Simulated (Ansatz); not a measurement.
## How far PBE and PBEsol part for Pt, Pt → Pd

Base system: Pt in the fcc (Cu type) structure (space group Fm-3m, No. 225; a = 3.9701 Å).

(Cell as relaxed with PBE.)

Levels (all Ansatz, a quantum-chemistry and plane-wave program, PAW, earlier PAW set): PBE (420 eV, spin-orbit coupling left out); PBEsol (420 eV, no spin-orbit coupling).

Each level relaxes its own structure.

```csv
base,PBE,PBEsol
volume per atom,15.64 Å³,15.04 Å³
lattice parameter a,3.970 Å,3.918 Å
band gap,zero,zero
```

Perturbation: Pd takes the place of Pt on all its sites, then cell and atoms are relaxed.

| quantity | PBE | PBEsol |
|---|---|---|
| shortest interatomic distance | 2.788 Å | ? |
| band gap | zero | ? |

Question: Predict the PBEsol column.

Answer: 
- shortest interatomic distance, PBEsol: 2.740 Å
- band gap, PBEsol: zero

PBE's shortest interatomic distance lies 0.0474 Å above PBEsol's (1.7 %); the two agree on the band gap. Neither level is exact; PBEsol is the comparison here, not a measurement.

No phonon test of stability was made. The final runs are not spin-polarised.
